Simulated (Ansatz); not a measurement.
# Ta2N (model structure, started from the Ni2In type, P6₃/mmc, No. 194, 6 atoms in the cell)

These are PBEsol in Ansatz (plane waves, PAW) values and carry that method's errors.

Run with plane-wave cutoff 500 eV, 12×12×8 k mesh (along the axes of the cell as run), Fermi–Dirac smearing 0.05 eV, scalar-relativistic PAW data made under PBE.

Cell (relaxed at this level):

```
CELL_PARAMETERS angstrom
      4.46999     0.00000     0.00000
     -2.23500     3.87113     0.00000
      0.00000     0.00000     4.76775
ATOMIC_POSITIONS crystal
  N  0.33333 0.66667 0.25000
  N  0.66667 0.33333 0.75000
  Ta 0.00000 0.00000 0.00000
  Ta 0.00000 0.00000 0.50000
  Ta 0.33333 0.66667 0.75000
  Ta 0.66667 0.33333 0.25000
```

For Ta2N (model structure, started from the Ni2In type, P6₃/mmc, No. 194, 6 atoms in the cell), the band gap comes out as zero (no gap).

Note: the relaxation could raise the start's symmetry but not lower it, so the cell can be a saddle point.

Spin–orbit coupling is not included.

The computed numbers hold no vibrational or temperature effects.

It cost roughly 4 core-minutes of CPU time.

A model structure was made by putting elements into a prototype or built by hand; it is no filed structure, need not be a known phase, and can be a saddle point held by its symmetry.

Ansatz is a program for electronic structure.
